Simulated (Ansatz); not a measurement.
**How a calculation on Mo₂Ir (P6_3/mmc, 12 atoms in the cell) responds to its settings**

```
Mo2Ir
1.0
    5.45933     0.00000     0.00000
   -2.72967     4.72792     0.00000
    0.00000     0.00000     8.95360
Ir Mo
4 8
Cartesian
  0.00000   3.15195   0.56282
  2.72967   1.57597   5.03962
  2.72967   1.57597   8.39078
  0.00000   3.15195   3.91398
  0.00000   0.00000   0.00000
  0.00000   0.00000   4.47680
  4.07118   0.80145   2.23840
  1.34151   3.92647   6.71520
  2.72967   3.12501   2.23840
 -1.34151   3.92647   6.71520
  1.38816   0.80145   2.23840
  0.00000   1.60291   6.71520
```

Base run A: PBE run with Ansatz (an electronic-structure program), self-consistent single point.

Its settings: basis.ecutwfc = 30.9 Ry; kpoints.mp_grid.grid = 6 6 3; hamiltonian.xc = pbe; hamiltonian.pseudopotentials = {kind: paw} (the program's default PAW files); scf.occupations.method = methfessel_paxton; scf.occupations.width = 0.02 Ry.

The starting cell was generated: these elements placed on a structure prototype, without a prior relaxation; it need not be a known phase or ordering of this composition. Spin polarisation is off. In the base run, with a pressure of about -32 GPa the cell is away from its equilibrium volume at this level. Ansatz's pressure includes its estimate of the finite-basis (Pulay) stress.

ΔF is the free energy per atom less that of run A. 

```csv
run,scf.occupations.width,ΔF (meV/atom),pressure (GPa),largest force (eV/Å),TS (meV/atom)
A,0.02 Ry,0.00,-32.28,0.050,-0.4
B,0.0001 Ry,0.34,-32.26,0.064,0.0
C,0.0007 Ry,0.30,-32.26,0.062,0.1
D,0.0018 Ry,0.22,-32.26,0.053,0.1
E,0.0037 Ry,0.07,-32.27,0.056,0.2
F,0.0073 Ry,0.01,-32.25,0.066,0.0
G,0.011 Ry,-0.02,-32.25,0.065,0.1
H,0.0147 Ry,-0.03,-32.26,0.060,0.0
I,0.022 Ry,0.05,-32.29,0.045,-0.8
J,0.0367 Ry,3.1,-32.50,0.023,-16.1
```

Run J against A: The free energy goes up by 3.1 meV/atom, the pressure goes from -32.28 to -32.50 GPa and the largest force goes from 0.050 to 0.023 eV/Å.

Run C against A: The free energy is nearly the same (within 1 meV/atom), the pressure moves little (-32.28 to -32.26 GPa) and the largest force goes from 0.050 to 0.062 eV/Å.

Left out of this page: 1 run of the series unsound by tests on forces, stress, charge or solver warnings.

Keys are those of Ansatz 0.2.
